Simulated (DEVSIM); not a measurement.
Device: abrupt Si p-n junction, at 300 K.

| layer (left to right) | material | thickness (μm) | Nd (cm⁻³) | Na (cm⁻³) | τn (s) | τp (s) |
|---|---|---|---|---|---|---|
| 1 | Si | 5.20 | - | 1.3e18 | 2.7e-5 | 2.7e-5 |
| 2 | Si | 51.0 | 3.5e15 | - | 2.7e-5 | 2.7e-5 |

Left contact: ohmic. Right contact: ohmic. Voltage is applied to the left contact. Recombination: SRH at mid-gap, radiative. Mobility is μmin + (μ − μmin)/(1 + (N/Nref)^α).

Constants are typed, rounded textbook-type inputs, not results; the design itself was drawn at random and stands for no fabricated device. Values at 300 K.

```tsv
parameter	Si
gap (eV)	1.124
affinity (eV)	4.05
permittivity	11.7
Nc (cm⁻³)	2.86e19
Nv (cm⁻³)	3.1e19
μn (cm²/Vs)	1417
μp (cm²/Vs)	470
μn,min	52
μp,min	45
Nref,n	9.7e16
Nref,p	2.2e17
αn	0.68
αp	0.72
B (cm³/s)	4.7e-15
```

DEVSIM, 1D drift-diffusion, Boltzmann statistics, complete ionisation; no tunnelling, impact ionisation, image-force lowering or self-heating.

Q: Tabulate band edges, carrier densities and field at 0.9 V on the left contact.

A: Energies count from the Fermi level of the right contact; mesh points crowd at the junctions.

```
x (μm)   Ec (eV)  Ev (eV)  n (cm⁻³)  p (cm⁻³)  field (V/cm)
-------  -------  -------  --------  --------  ------------
0.000      0.142   -0.982     < 1e2    1.3e18           ≈ 0
0.04236    0.142   -0.982    2.7e14    1.3e18           ≈ 0
0.1588     0.142   -0.982    1.0e15    1.3e18           ≈ 0
0.4787     0.142   -0.982    3.1e15    1.3e18           ≈ 0
1.886      0.143   -0.981    1.2e16    1.3e18           ≈ 0
3.905      0.145   -0.979    2.4e16    1.3e18           ≈ 0
4.744      0.145   -0.979    2.9e16    1.3e18           ≈ 0
5.098      0.146   -0.978    3.1e16    1.3e18           ≈ 0
5.178      0.146   -0.978    3.1e16    1.3e18          -140
5.211      0.102   -1.022    1.7e17    2.5e17         -8000
5.272      0.097   -1.027    2.1e17    2.0e17           ≈ 0
5.545      0.097   -1.027    2.0e17    2.0e17           ≈ 0
6.199      0.098   -1.026    2.0e17    2.0e17           ≈ 0
8.013      0.099   -1.025    2.0e17    1.9e17           ≈ 0
16.53      0.105   -1.019    1.6e17    1.6e17           ≈ 0
35.41      0.126   -0.998    8.9e16    8.6e16            15
48.72      0.156   -0.968    3.7e16    3.3e16            37
53.52      0.182   -0.942    1.7e16    1.4e16            86
55.52      0.208   -0.916    7.7e15    4.2e15           220
55.97      0.221   -0.903    5.1e15    1.7e15           390
56.13      0.229   -0.895    4.0e15    5.6e14           560
56.20      0.233   -0.891    3.5e15     33000           600
```
